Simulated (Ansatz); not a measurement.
## CsPbBr3 under load (space group Pm-3m): band-edge transport data

Data:

```
CsPbBr3
1.0
    6.12287     0.00000     0.00000
    0.00000     6.12287     0.00000
    0.00000     0.00000     6.12287
Cs Pb Br
1 1 3
Direct
  0.00000   0.00000   0.00000
  0.50000   0.50000   0.50000
  0.50000   0.50000   0.00000
  0.00000   0.50000   0.50000
  0.50000   0.00000   0.50000
```

The numbers are results of PBEsol with spin-orbit coupling, rigid bands (plane waves, PAW; Ansatz, a program for electronic structure), not measurements. Condition of this run: hydrostatic pressure -2 GPa (the target of the relaxation). Cell: cell and atoms relaxed with PBEsol, then loaded as said.

The band gap comes out as 0.65 eV and the electron conductivity mass (300 K, dilute) is 0.154 mₑ. The hole conductivity mass (300 K, dilute) is 0.173 mₑ and the effective density of states N_c (300 K) is 1.4e18 cm⁻³. The effective density of states N_v (300 K) comes out as 1.6e18 cm⁻³ and the density-of-states mass, electrons comes out as 0.144 mₑ. The density-of-states mass, holes is 0.162 mₑ, the Seebeck coefficient, n-type 1e19 cm⁻³, 300 K comes out as -92 μV/K and the Seebeck coefficient, p-type 1e19 cm⁻³, 300 K is 101 μV/K. The best p-type power factor at 300 K for τ = 10 fs (best axis; densities from 1e16 to 1e21 cm⁻³ tried, whether or not they can be reached) comes out as 3.9 μW/(cm·K²) at 3e20 cm⁻³.

Rigid bands; masses and Seebeck coefficients take one relaxation time τ for all states and one kind of carrier; polarons and phonon drag are left out.

CsPbBr3 under load (space group Pm-3m): a high-temperature phase held by its symmetry.
